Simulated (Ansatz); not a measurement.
Start from Hf in the hcp (Mg type) structure (space group P6_3/mmc, No. 194; a = 3.159 Å, c = 5.000 Å).

Method: DFT with PBEsol, PAW potentials and a 420 eV plane-wave cutoff in Ansatz (a first-principles code), no spin-orbit coupling.

Base values:

The pressure is 0.0 GPa and the band gap is zero.

Now apply this change: an isotropic linear strain of +0.74 %; the atoms relax in the strained cell.

Predict the new energy relative to the base.

The energy goes up by 3.7 meV/atom.

What does the calculation give for the pressure after the change?

The pressure (mean of the normal stresses, compression positive) goes from zero to -2.4 GPa.

How does this affect the band gap?

The band gap stays zero.

Stability against distortions was not tested. The final runs are not spin-polarised.
